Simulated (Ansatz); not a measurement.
Seebeck coefficient (μV/K, mean over directions) of p-type RbCaH3 (Pm-3m) against carrier density, PBEsol, rigid bands run with Ansatz (a first-principles code). Computed gap 3.05 eV; densities at which minority carriers matter at this gap, or further valleys turn the trend, are left out. Conductivity mass 1.98 mₑ (harmonic mean over directions), N_v = 4.7e20 cm⁻³ at 300 K.

```tsv
hole density	300 K	500 K
1e16 cm⁻³	1133	1199
1e17 cm⁻³	935	1001
1e18 cm⁻³	737	802
3e18 cm⁻³	642	[?]
1e19 cm⁻³	[?]	[?]
3e19 cm⁻³	444	509
1e20 cm⁻³	342	406
3e20 cm⁻³	251	313
1e21 cm⁻³	159	214
```

**Question.** Some entries are withheld; supply them.

**Answer.** 
- 3e18 cm⁻³, 500 K: 708
- 1e19 cm⁻³, 300 K: 538
- 1e19 cm⁻³, 500 K: 604

Rigid bands with a gap fixed in temperature, one relaxation time for all states, no polarons or phonon drag, and whether or not such doping can be reached. Spin-orbit coupling is left out; where it splits the top of the valence band, N_v and the p-type Seebeck coefficient come out somewhat high without it.

Formula and space group known from diffraction (Crystallography Open Database), not checked to be the room-temperature form: RbCaH3 (Pm-3m).
